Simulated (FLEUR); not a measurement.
FLEUR run on Sn (I4_1/amd, 2 atoms in the cell): self-consistent single point.

Computed with FLEUR with PBE, all-electron FLAPW (FLEUR), scalar-relativistic valence.

The change in words: lattice scaled by 0.98. Reference geometry:
```xyz
2
Lattice="-2.9498 2.9498 1.6046 2.9498 -2.9498 1.6046 2.9498 2.9498 -1.6046" Properties=species:S:1:pos:R:3 pbc="T T T"
Sn     0.0000     2.9498     0.8023
Sn     0.0000     0.0000     0.0000
```

Reference input (self-consistent single point, DFT, PBE, all-electron FLAPW (FLEUR), scalar-relativistic valence): Kmax = 3.8 1/bohr; GmaxXC = 15.2 1/bohr; xcFunctional = pbe; jspins = 1; l_soc = F; mode = hist; fermiSmearingEnergy = 0.00499791 Htr; mesh (inpgen div1-3) = 9 9 9; inpgen gamma flag = false; Gmax = 15.2 1/bohr; numbands = 0; maxIterBroyd = 15. This run's input differs from it in these lines:

```diff
@@ -3,5 +3,5 @@
 &input film=f /
--5.5743934909 5.5743934909 3.0322129656
-5.5743934909 -5.5743934909 3.0322129656
-5.5743934909 5.5743934909 -3.0322129656
+-5.4629053187 5.4629053187 2.9715678748
+5.4629053187 -5.4629053187 2.9715678748
+5.4629053187 5.4629053187 -2.9715678748
 1.0
@@ -43,5 +43,5 @@
          <bravaisMatrix>
-            <row-1>   -5.5743934909000004     5.5743934909000004     3.0322129655999999</row-1>
-            <row-2>    5.5743934909000004    -5.5743934909000004     3.0322129655999999</row-2>
-            <row-3>    5.5743934909000004     5.5743934909000004    -3.0322129655999999</row-3>
+            <row-1>   -5.4629053186999998     5.4629053186999998     2.9715678747999998</row-1>
+            <row-2>    5.4629053186999998    -5.4629053186999998     2.9715678747999998</row-2>
+            <row-3>    5.4629053186999998     5.4629053186999998    -2.9715678747999998</row-3>
          </bravaisMatrix>
```

The program printed (abridged):

```
 Iteration:     1   Distance:       3.28121078 me/bohr^3
 Iteration:     2   Distance:       3.08026212 me/bohr^3
 Iteration:     3   Distance:       1.36803376 me/bohr^3
 Iteration:     4   Distance:       0.15075445 me/bohr^3
 Iteration:     5   Distance:       0.12000796 me/bohr^3
   [... 4 lines left out ...]
 Iteration:    10   Distance:       0.00011303 me/bohr^3
 Iteration:    11   Distance:       0.00001224 me/bohr^3
 Iteration:    12   Distance:       0.00001099 me/bohr^3
 Iteration:    13   Distance:       0.00000199 me/bohr^3
 Run finished successfully
 Stop message:
   Structural relaxation: Done

[file out, last iteration]
             iter=     14
[...]
          total density-effective poten   -2.0468223701E+04
          total charge density-energy d   -3.3077933111E+02
 Updated energy parameters for spin:           1
[...]
 fermi energy and band-weighting factors:

[...]
FERMIE:
          first approx. to ef    (T=0)  :   0.296204 htr   (energy of the highest occ. eigenvalue)
          number of occ. states  (T=0)  :       1050
          first approx. to seigv (T=0)  :  -8.826884 htr
          sum of weights of occ. states :  14.008230
          sum of semicore charge        :   0.000000 e
FERHIS:  Fermi-Energy by histogram:
          bandgap                     :   0.001415 htr
   [... lines left out ...]
          charge neutrality (T=0)     :   0.016461    (zero if the highest occ. eigenvalue is "entirely" occupied)
     EF_NEWTON:  Adjust Fermi-Energy by Newton-Method.
 Direct bandgap for spin            1 :    1.3115434320183805E-002  Htr
   [... lines left out ...]
 ---->    (input%tkb*entropy) TS=              0.0020091652 htr
 ---->    free energy=                    -12358.2719055348 htr
      extrapolation for T->0
 ---->    total electron energy=          -12358.2709009522 htr
 ***** TOTAL FORCES ON ATOMS *****
 TOTAL FORCE FOR ATOM TYPE=  1  X=  2.731   Y=  0.000   Z= -0.743
                       FX_TOT= 0.000000 FY_TOT= 0.000000 FZ_TOT= 0.000000
 Structural relaxation: Done
```

The run converged in 13 iterations. FLEUR gives forces in its relaxation mode, with a further iteration, so its stop message speaks of a relaxation. Against the reference run the free energy rises by 27.7 meV/atom.

The starting cell comes from a database of computed structures (which also holds hypothetical and non-ambient phases and stackings), without a prior relaxation at this level. Its lattice was rescaled by a random factor within 2.5 % of one. For this run, on top of that: lattice scaled by 0.98. Values depend on the basis (sphere radii, cutoffs, local orbitals), which need not be converged. The log's line on a gap gives a spacing of levels on this mesh, which the program prints for metals too.

Cost on one core of a shared machine: roughly 60 s.
